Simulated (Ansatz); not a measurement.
Take HfPbO$_{3}$ in the cubic perovskite structure (space group Pm-3m, No. 221; a = 4.1189 Å; a cell from a computed database, its experimental status unchecked) as the base.

One thing is altered: an isotropic linear strain of +1.69 %; the atoms relax in the strained cell.

Levels (all Ansatz, a program for electronic structure, PAW): PBEsol (420 eV, spin-orbit coupling left out); r2SCAN (500 eV, scalar-relativistic without spin-orbit coupling); HSE06 (420 eV, no SOC).

One geometry, relaxed with PBEsol, under each level:

| level | band gap | lowest conduction level above the VBM at special points | pressure |
|---|---|---|---|
| PBEsol | 2.25 eV | X 2.25 eV; Γ 4.08 eV; M 4.23 eV; R 5.54 eV | -7.94 GPa |
| r2SCAN | ___ | ___ | ___ |
| HSE06 | 3.50 eV | X 3.50 eV; Γ 5.64 eV; M 5.57 eV | – |

Question: Give the withheld r2SCAN results.

Answer: 
- r2SCAN, band gap: 2.80 eV
- r2SCAN, lowest conduction level above the VBM at special points: X 2.80 eV; Γ 4.70 eV; M 4.79 eV; R 6.08 eV
- r2SCAN, pressure: -6.66 GPa

Single points use the geometry relaxed with PBEsol. Their cutoffs differ, which shifts pressures a little. HSE06 gaps are upper bounds (no full band path). Spin-orbit coupling, missing from the scalar runs, can matter with Hf and Pb. No phonon test of stability was made. Many cubic perovskites are stable only at high temperature; tilts and polar distortions were not tested.
